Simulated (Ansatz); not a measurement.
Output of an Ansatz run (abridged):

```
WARN basis.ecutwfc = 420 eV, the default
WARN ansatz: RAYON_NUM_THREADS=1 ignored (pool sized by the plan → 1); use --threads N
Pseudopotentials: kind: paw
Pseudopotential: Al, paw, valence charge 3
Pseudopotential: Nb, paw, valence charge 13
Crystal: 8 atoms, lattice volume = 141.203 Å³
Basis set: ecut = 420 eV, 2777 PW (Γ), exchange–correlation on 72×72×72 points (8 copies of the dense FFT grid, shifted against one another)
Bands: 51, of which v1, the nominal top of the filled ones, is band 42 counted from 1 (41 counted from 0)
Symmetry: 48 space group operations
Space group: Pm-3n (ITA 223), of the structure as read, at distance tolerance 5.2e-5 Å
k-points: 20 of 343
PAW frozen core: Al, regenerated for the run's functional, and the local potential with it
PAW frozen core: Nb, regenerated for the run's functional, and the local potential with it
Initial density: superposition of atomic densities (neutral atoms: chi_scale 0, normalization atom), corrected by the library's trained network
Initial wavefunctions: pseudopotential atomic-orbital guess
Eigensolver: davidson
Functional: x = pbesol(κ = 0.804, μ = 0.12345679012345678), c = pbesol(β = 0.046)
SCF iter   1: F=—  HF=-28023.368786 eV  |F-HF|=—  |Δ(HF+E_count)|=         —  Δρ=6.14e-3  dr2=4.29e-2  ethr=1.77e-3  ⟨swp⟩=6.0  Hψ=3924  notcnv=0
all-band conjugate gradients solve this SCF's bands
preconditioner: auto → Kerker (q_TF=auto, 2.502 Å⁻¹)
SCF iter   2: F=—  HF=-28023.359643 eV  |F-HF|=—  |Δ(HF+E_count)|=   9.14e-3  Δρ=3.25e-3  dr2=1.21e-2  ethr=5.11e-5  ⟨swp⟩=1.3  Hψ=1216  notcnv=0
SCF iter   3: F=—  HF=-28023.356395 eV  |F-HF|=—  |Δ(HF+E_count)|=   3.25e-3  Δρ=3.51e-4  dr2=1.08e-4  ethr=1.45e-5  ⟨swp⟩=2.3  Hψ=1560  notcnv=0
SCF iter   4: F=—  HF=-28023.356385 eV  |F-HF|=—  |Δ(HF+E_count)|=   9.23e-6  Δρ=8.19e-5  dr2=9.24e-6  ethr=1.29e-7  ⟨swp⟩=2.0  Hψ=1816  notcnv=0
SCF iter   5: F=—  HF=-28023.356378 eV  |F-HF|=—  |Δ(HF+E_count)|=   7.57e-6  Δρ=1.39e-5  dr2=2.83e-7  ethr=1.10e-8  ⟨swp⟩=2.0  Hψ=1317  notcnv=0
SCF iter   6: F=-28023.356378 eV  HF=-28023.356378 eV  |F-HF|=1.11e-8  |Δ(HF+E_count)|=   7.19e-8  Δρ=3.32e-6  dr2=1.81e-8  ethr=1.19e-10  ⟨swp⟩=6.6  Hψ=3679  notcnv=0
SCF 1 converged in 6 iterations: F = -28023.356378 eV  dr2 = 1.81e-8
SCF converged after 6 iterations
Free energy (F): -28023.356378 eV
Harris-Foulkes:  -28023.356378 eV  (|F-HF|=1.11e-8)
Internal energy: -28022.970858 eV  (E = F + TS)
E sigma→0 (E₀):  -28023.163618 eV
Entropy (-TS):   -0.385519 eV (-48.190 meV/atom)
Fermi energy:    15.191842 eV
--- Per-component energies (eV) ---
  E_band       = -548.212869
  E_kinetic    = 2412.806058
  E_local      = -5100.455958  (includes V_loc(G=0)·N_el)
  E_nonlocal   = 751.425340
  E_hartree    = 1690.263527
  E_xc         = -1124.467186
  E_vxc        = -1331.707144  (∫ρ·V_xc dr)
  E_paw        = -19016.780911  (= ΣΔE_a)
  E_vpaw       = -660.803478  (= ΣTr[D̂ρ^β])
  E_aug_tail   = 0.000027  (compensation charges beyond the density's cutoff)
  E_ewald      = -7636.932288
  E_core_change = 1.170532  (= ΣΔE_core)
  E_smearing   = -0.385519  (= −TS)
  E_closure    = 0.000000  (closes the sum)
  Σ components = -28023.356378   (vs F -28023.356378, Δ=0.00e0)
--- Forces (eV/Å), atoms counted from 1 ---
  atom   1  Al    -0.00000000     0.00000000     0.00000000
   [... zero for the other atoms too ...]
  max |Σ_I F_I| component: 6.65e-18 eV/Å
--- Stress (GPa, compression-positive) ---
       -5.526254       0.000000       0.000000
        0.000000      -5.526254      -0.000000
        0.000000      -0.000000      -5.526254
  P = ⅓ Tr σ = -5.5263 GPa (-55.263 kbar)
  The stress holds the Pulay correction. Without it, at fixed plane waves, as pw.x and ABINIT print it: P = -5.5553 GPa
--- Band table (eV; the first three rows and the last of 20) ---
  k-point 0: bands = ["-39.2314", "-39.1436", "-39.1436", "-38.8839", "-38.8839", "-38.8839", "-16.2935", "-16.2935", "-16.1212", "-15.4678", "-15.4678", "-15.4678", "-15.0544", "-15.0544", "-15.0544", "-15.0317", "-15.0317", "-15.0317", "-14.9255", [...]
  k-point 1: bands = ["-39.2242", "-39.1469", "-39.1340", "-38.8983", "-38.8839", "-38.8839", "-16.2902", "-16.2501", "-16.0854", "-15.4650", "-15.4650", "-15.4429", "-15.0873", "-15.0873", "-15.0517", "-15.0480", "-14.9941", "-14.9941", "-14.9331", [...]
  k-point 2: bands = ["-39.2072", "-39.1562", "-39.1038", "-38.9382", "-38.8839", "-38.8839", "-16.2804", "-16.2281", "-15.8786", "-15.4591", "-15.4591", "-15.3759", "-15.1142", "-15.1142", "-15.1084", "-15.0303", "-14.9626", "-14.9626", "-14.9500", [...]
  k-point 19: bands = ["-39.0709", "-39.0593", "-39.0593", "-39.0006", "-39.0006", "-38.9933", "-15.5684", "-15.5684", "-15.5520", "-15.3780", "-15.3771", "-15.2507", "-15.2507", "-15.1990", "-15.1014", "-15.0638", "-15.0638", "-15.0099", [...]
```

The structure:

```
CELL_PARAMETERS angstrom
      5.20732     0.00000     0.00000
      0.00000     5.20732     0.00000
      0.00000     0.00000     5.20732
ATOMIC_POSITIONS crystal
  Al 0.00000 0.00000 0.00000
  Al 0.50000 0.50000 0.50000
  Nb 0.25000 0.00000 0.50000
  Nb 0.75000 0.00000 0.50000
  Nb 0.50000 0.75000 0.00000
  Nb 0.50000 0.25000 0.00000
  Nb 0.00000 0.50000 0.75000
  Nb 0.00000 0.50000 0.25000
```

### Question
Write an input that gives this output.

### Answer
Other spellings and defaults could give the same log, and not every line can be read from it. The input that was run (DFT, PBEsol, plane waves, default PAW files made with PBE):

Ansatz 0.2 input:
```yaml
crystal:
  lattice:
    - [5.207320, 0.000000, 0.000000]
    - [0.000000, 5.207320, 0.000000]
    - [0.000000, 0.000000, 5.207320]
  atoms:
    - { symbol: Al, position_ang: [0.000000, 0.000000, 0.000000] }
    - { symbol: Al, position_ang: [2.603660, 2.603660, 2.603660] }
    - { symbol: Nb, position_ang: [1.301830, 0.000000, 2.603660] }
    - { symbol: Nb, position_ang: [3.905490, 0.000000, 2.603660] }
    - { symbol: Nb, position_ang: [2.603660, 3.905490, 0.000000] }
    - { symbol: Nb, position_ang: [2.603660, 1.301830, 0.000000] }
    - { symbol: Nb, position_ang: [0.000000, 2.603660, 3.905490] }
    - { symbol: Nb, position_ang: [0.000000, 2.603660, 1.301830] }
kpoints:
  mp_grid: { grid: [7, 7, 7] }
hamiltonian:
  xc: pbesol
  pseudopotentials: { kind: paw }
scf:
  occupations: { method: fermi_dirac, width: 0.0073 Ry }
output:
  forces: true
  eigenvalues: true
  stress: true
```

The starting cell comes from a database of computed structures (which also holds hypothetical and non-ambient phases and stackings), without a prior relaxation at this level. Spin polarisation is off. With a pressure of about -6 GPa the cell is away from its equilibrium volume at this level. Ansatz's pressure includes its estimate of the finite-basis (Pulay) stress.

Ansatz is a quantum-chemistry and plane-wave program.
